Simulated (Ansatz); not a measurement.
## Convergence study of the plane-wave cutoff for TlIO₃ (R3m, 5 atoms in the cell)

```
CELL_PARAMETERS angstrom
      3.16025     1.82457     2.66340
     -3.16025     1.82457     2.66340
      0.00000    -3.64914     2.66340
ATOMIC_POSITIONS crystal
  Tl 0.01501 0.01501 0.01501
  I  0.50186 0.50186 0.50186
  O  0.90328 0.46189 0.46189
  O  0.46189 0.90328 0.46189
  O  0.46189 0.46189 0.90328
```

Level of theory: PBEsol, default PAW files made with PBE (plane waves; Ansatz, a first-principles code).

Base settings: basis.ecutwfc = 420 eV; kpoints.mp_grid.grid = 6 6 6; hamiltonian.xc = pbesol; hamiltonian.pseudopotentials = {kind: paw} (the program's default PAW files); scf.occupations.method = fermi_dirac; scf.occupations.width = 0.02 eV.

The second cell is the first with its lattice scaled by 0.98.

The mesh stays at the base's, so the ladder's end is converged at best in this setting alone.

The first pressure column holds Ansatz's estimate of the finite-basis (Pulay) stress, which hides part of the cutoff error; the other is without it.

Only quantities that move along the ladder and can be compared are tabulated.

The count of work is k-points × plane waves × bands × iterations; it is no time. 

The starting cell comes from a database of computed structures (which also holds hypothetical and non-ambient phases and stackings), without a prior relaxation at this level. Its lattice was rescaled by up to half a per cent. One atom was moved a little off its site on purpose.

```tsv
basis.ecutwfc	free energy less the last step's (meV/atom)	energy of the compressed cell less the first (meV/atom)	pressure (GPa)	pressure without the Pulay estimate (GPa)	largest difference of a force vector from the last step's (eV/Å)	count of work / last
145 eV	37524.45	-89.75	-18.95	-1031.75	2.669	0.069
170 eV	16853.99	-56.06	-4.16	-523.48	1.194	0.078
190 eV	9069.89	27.64	-1.15	-306.51	0.915	0.089
210 eV	4961.20	1.33	2.95	-182.86	1.149	0.093
230 eV	2650.21	43.79	3.63	-107.34	0.837	0.12
250 eV	1421.50	28.62	1.26	-63.14	0.581	0.12
295 eV	350.55	18.99	-0.34	-18.91	0.045	0.15
335 eV	98.97	18.94	-0.12	-6.35	0.022	0.19
380 eV	21.51	19.70	-0.06	-1.74	0.008	0.23
420 eV	5.10	19.57	-0.08	-0.52	0.004	0.27
460 eV	1.60	19.56	-0.08	-0.16	0.003	0.30
505 eV	1.04	19.55	-0.08	-0.09	0.003	0.35
565 eV	0.80	19.53	-0.08	-0.10	0.001	0.42
630 eV	0.55	19.51	-0.09	-0.10	0.001	0.49
735 eV	0.44	19.51	-0.09	-0.09	0.000	0.61
840 eV	0.26	19.50	-0.09	-0.10	0.000	0.75
1010 eV	0.00	19.50	-0.09	-0.09	0.000	1.0
```

Coarsest basis.ecutwfc that holds the pressure without the Pulay estimate within 0.1 GPa of the last step, with all finer ones: 460 eV, at 0.30 of the last step's count of work; the step before is off by 0.42 GPa.

State of the free energy at the end of the ladder: still drifting one way, by 0.44 meV/atom over the last two steps, so the last step is no safe reference.

Coarsest basis.ecutwfc that holds the forces within 0.01 eV/Å of the last step, with all finer ones: 380 eV, at 0.23 of the last step's count of work; the step before is off by 0.022 eV/Å.

The energy difference between the two cells stays within 1 meV/atom of the last step's from 295 eV on, the total only from 565 eV on: much of the error is common to both cells and cancels.

At the lowest cutoff the pressure without the Pulay estimate lies 1030 GPa under the last step's, the usual sign of Pulay stress in an incomplete plane-wave basis.

Keys are those of Ansatz 0.2.
